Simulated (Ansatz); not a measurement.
Functionals compared on the (22-41) surface of hcp Be in its 1x1 cell, outermost plane spacing 0.28 Å in the ideal cut, in Ansatz (plane waves, PAW). The structure was relaxed with PBE; the other rows are single points on it. Cutoff 420 eV (500 eV for r2SCAN).

Set-up: 37 atoms, 10.1 Å thick at the start (thin: gaps and levels are the slab's own); mesh 10x5x1; 0.1 eV smearing; dipole correction on; all atoms relaxed; no symmetry held; no spin, no spin-orbit, no U. These notes are the PBE run's.

```
functional  work function of the top face (eV)  rough cost of the single point
----------  ----------------------------------  ------------------------------
PBE                                       4.28                               –
LDA                                          …    very roughly 60 core-seconds
PBEsol                                    4.33    very roughly 60 core-seconds
RPBE                                      4.20    very roughly 60 core-seconds
r2SCAN                                    4.27   very roughly 120 core-seconds
```

Question: Some entries are withheld; supply them.

Answer: 
- LDA, work function of the top face (eV): 4.45

Ansatz is an electronic-structure program.
